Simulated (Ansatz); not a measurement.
## Band gap of zinc-blende LiF (model structure) at several levels of theory

No measured value is used here.

```
level (code)           value (eV)  cell (Å³/atom)
---------------------  ----------  --------------
LDA (Ansatz)                 7.95            9.30
PBEsol (Ansatz)              7.67           10.02
r²SCAN (Ansatz)              8.66            9.87
r²SCAN-D4 (Ansatz)           8.70            9.81
r²SCAN+rVV10 (Ansatz)        8.63            9.76
HSE06 (Ansatz)              10.02           10.01
PBE0 (Ansatz)               10.87            9.87
```

Computed values are for a static lattice.  LDA, PBEsol, r²SCAN, r²SCAN-D4, r²SCAN+rVV10, HSE06, PBE0: the gap is read on the k mesh or supercell of the run alone and can be too large. Values are at the level's own relaxed cell; PBE0 at the r²SCAN cell. K meshes differ between the levels. Ansatz's density-functional and Hartree–Fock values are scalar-relativistic unless marked +SOC, with PAW data made under PBE.

A model structure was made by putting elements into a prototype or built by hand; it is no filed structure, need not be a known phase, and can be a saddle point held by its symmetry.

Ansatz is a program for electronic structure.
